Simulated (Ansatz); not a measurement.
Base system: TiRu in the CsCl type structure (space group Pm-3m, No. 221; a = 3.046 Å).

Calculations: DFT with PBEsol, PAW potentials and a 420 eV plane-wave cutoff in Ansatz (an electronic-structure program), spin-orbit coupling left out.

```
level   lattice parameter a
------  -------------------
PBEsol              3.046 Å
```

Measured: lattice parameter a 3.07 Å (temperature not stated; as listed in Russian Metallurgy 1973, 155 (1973)).

Computed minus measured — lattice parameter a: PBEsol -0.8 %. Measured values not marked as corrected hold thermal and zero-point effects that the static-lattice runs lack.

Whether these cells are dynamically stable was not tested. All final runs are without spin polarisation.
